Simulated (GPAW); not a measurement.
Density of states of CdSe (F-43m, 2 atoms in the cell).

```
CELL_PARAMETERS angstrom
      0.00000     3.07027     3.07027
      3.07027     0.00000     3.07027
      3.07027     3.07027     0.00000
ATOMIC_POSITIONS crystal
  Cd 0.00000 0.00000 0.00000
  Se 0.75000 0.75000 0.75000
```

Method of the run: revPBE, GPAW PAW datasets revPBE (gpaw-data 1.0.1) (plane waves; GPAW).

SCF settings: mode = pw; ecut = 550 eV; xc = revPBE; kpts = 5 5 5; mesh shift (steps) = 0 0 0; occupations.name = fermi-dirac; occupations.width = 0.05 eV; nbands = -8; convergence.density = 1e-05 e/electron; convergence.bands = -6; symmetry.symmorphic = false; symmetry.tolerance = 0.0005; maxiter = 120. Keys of the DOS step: dos_kpts = 8 8 8; dos_width = 0.3 eV.

The starting cell comes from a database of computed structures (which also holds hypothetical and non-ambient phases and stackings), without a prior relaxation at this level.

Total DOS (both spins), as means of the tabulated values in each energy bin; the zero is the program's Fermi level or highest filled level, and the curve is cut to this window:

```json
[
 {"E (eV)": "-7.88", "states/eV/cell": "13.7"},
 {"E (eV)": "-7.62", "states/eV/cell": "8.74"},
 {"E (eV)": "-7.38", "states/eV/cell": "3.30"},
 {"E (eV)": "-7.12", "states/eV/cell": "0.70"},
 {"E (eV)": "-6.88", "states/eV/cell": "0.08"},
 {"E (eV)": "-6.62", "states/eV/cell": "0.00"},
 {"E (eV)": "-6.38", "states/eV/cell": "0.00"},
 {"E (eV)": "-6.12", "states/eV/cell": "0.00"},
 {"E (eV)": "-5.88", "states/eV/cell": "0.00"},
 {"E (eV)": "-5.62", "states/eV/cell": "0.00"},
 {"E (eV)": "-5.38", "states/eV/cell": "0.00"},
 {"E (eV)": "-5.12", "states/eV/cell": "0.00"},
 {"E (eV)": "-4.88", "states/eV/cell": "0.05"},
 {"E (eV)": "-4.62", "states/eV/cell": "0.40"},
 {"E (eV)": "-4.38", "states/eV/cell": "1.45"},
 {"E (eV)": "-4.12", "states/eV/cell": "2.08"},
 {"E (eV)": "-3.88", "states/eV/cell": "1.39"},
 {"E (eV)": "-3.62", "states/eV/cell": "0.74"},
 {"E (eV)": "-3.38", "states/eV/cell": "0.53"},
 {"E (eV)": "-3.12", "states/eV/cell": "0.39"},
 {"E (eV)": "-2.88", "states/eV/cell": "0.62"},
 {"E (eV)": "-2.62", "states/eV/cell": "1.29"},
 {"E (eV)": "-2.38", "states/eV/cell": "1.82"},
 {"E (eV)": "-2.12", "states/eV/cell": "2.07"},
 {"E (eV)": "-1.88", "states/eV/cell": "2.15"},
 {"E (eV)": "-1.62", "states/eV/cell": "2.38"},
 {"E (eV)": "-1.38", "states/eV/cell": "2.27"},
 {"E (eV)": "-1.12", "states/eV/cell": "1.91"},
 {"E (eV)": "-0.88", "states/eV/cell": "1.34"},
 {"E (eV)": "-0.62", "states/eV/cell": "0.72"},
 {"E (eV)": "-0.38", "states/eV/cell": "0.31"},
 {"E (eV)": "-0.12", "states/eV/cell": "0.07"},
 {"E (eV)": "0.12", "states/eV/cell": "0.01"},
 {"E (eV)": "0.38", "states/eV/cell": "0.01"},
 {"E (eV)": "0.62", "states/eV/cell": "0.00"},
 {"E (eV)": "0.88", "states/eV/cell": "0.01"},
 {"E (eV)": "1.12", "states/eV/cell": "0.05"},
 {"E (eV)": "1.38", "states/eV/cell": "0.08"},
 {"E (eV)": "1.62", "states/eV/cell": "0.10"}
]
```

The gap on the SCF mesh is 0.67 eV.
